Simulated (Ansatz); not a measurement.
A free linear chain of C atoms, stretched and compressed along its axis from its relaxed period of 2.566 Å, atoms relaxed at each length.

All values below come from PBE (plane waves to 420 eV, PAW; Ansatz, a quantum-chemistry and plane-wave program). Mesh 1×1×118. No spin polarisation, so a magnetic state wasn't tested. One-dimensional cell, images about 11 Å apart. A hypothetical model. It keeps the symmetry and period of its start, so it need not be a minimum against all distortions. Buckling under compression is shut out by symmetry and the short period. Energies are free energies at a Fermi–Dirac width of 0.02 eV, from the unstrained cell.

| strain (%) | energy (meV a period) | axial force (nN) | PBE gap (eV) |
|---|---|---|---|
| -3.0 | +119 | -5.15 | 0.18 |
| -1.5 | (withheld) | (withheld) | (withheld) |
| 0.0 | 0 | 0.00 | 0.34 |
| +1.5 | (withheld) | (withheld) | (withheld) |
| +3.0 | +102 | +4.06 | 0.61 |

What belongs in the gaps?


- +1.5, energy (meV a period): +27
- +1.5, axial force (nN): +2.16
- +1.5, PBE gap (eV): 0.46
- -1.5, energy (meV a period): +29
- -1.5, axial force (nN): -2.43
- -1.5, PBE gap (eV): 0.24
